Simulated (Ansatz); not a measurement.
Ti3Al (P6₃/mmc, No. 194) was calculated with PBE in Ansatz (PAW).

Numerical settings: plane-wave cutoff 520 eV, 12×12×14 k mesh (along the axes of the cell as run), Fermi–Dirac smearing 0.018 eV (set by the program), no spin polarisation, scalar-relativistic PAW data made under PBE.

Computed at the level's own relaxed cell.

```xyz
8
Lattice="5.7559 0.0000 0.0000 -2.8779 4.9847 0.0000 0.0000 0.0000 4.6548" Properties=species:S:1:pos:R:3 pbc="T T T"
Al     0.0000     3.3232     1.1637
Al     2.8779     1.6616     3.4911
Ti     2.8779     3.2925     1.1637
Ti    -1.4124     4.1386     3.4911
Ti     1.4655     0.8461     1.1637
Ti     0.0000     1.6923     3.4911
Ti     4.2903     0.8461     1.1637
Ti     1.4124     4.1386     3.4911
```

Give the elastic tensor (Voigt notation, GPa, ions relaxed, in the Cartesian axes of the cell as printed).


```
  186.8    85.6    64.2     0.0     0.0     0.0
   85.6   186.8    64.2     0.0     0.0     0.0
   64.2    64.2   229.0     0.0     0.0     0.0
    0.0     0.0     0.0    59.0     0.0     0.0
    0.0     0.0     0.0     0.0    59.0     0.0
    0.0     0.0     0.0     0.0     0.0    50.6
```

The computed numbers hold no vibrational or temperature effects.

Ansatz is a program for electronic structure.
